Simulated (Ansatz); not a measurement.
**NbAgO3: alloy series**

Start from NbAgO3 in the cubic perovskite structure (space group Pm-3m, No. 221; a = 3.9499 Å; a cell from a computed database, its experimental status unchecked).

The other end (x = 1) is NbRhO3 in the cubic perovskite structure (space group Pm-3m, No. 221; ferromagnetic; a hypothetical phase, not in the database extracts checked): 12.17 Å³/atom, gap zero; this end may not be an ambient phase.

Rh replaces a fraction x of Ag; each row is one arrangement (x, atoms in the cell, starting space group or random), fully relaxed.

Computed with PBEsol (Ansatz, an electronic-structure program), without spin-orbit coupling.

Notes on the quantities. mixing energy: to 0.01 eV only: unlike meshes or grids; against an end that may be hypothetical.

| case | mixing energy | largest site moment | volume per atom |
|---|---|---|---|
| base | – | 0.00 μB | 12.32 Å³ |
| x(Rh) = 0.5, 10 atoms, P4/mmm (arrangement A) | +0.01 eV/atom | 1.77 μB | 12.28 Å³ |
| x(Rh) = 0.5, 10 atoms, P4/mmm (arrangement B) | +0.01 eV/atom | 1.77 μB | 12.27 Å³ |
| x(Rh) = 0.5, 10 atoms, Fm-3m | 0.00 eV/atom | 1.75 μB | 12.24 Å³ |

Other magnetic orders, which the real material may have, were not ruled out. These are small ordered cells, not random alloys; other orderings at the same x differ. No phonon test of stability was made. No Hubbard U is applied, and correlation can decide whether such a compound is a metal. Many cubic perovskites are stable only at high temperature; tilts and polar distortions were not tested.
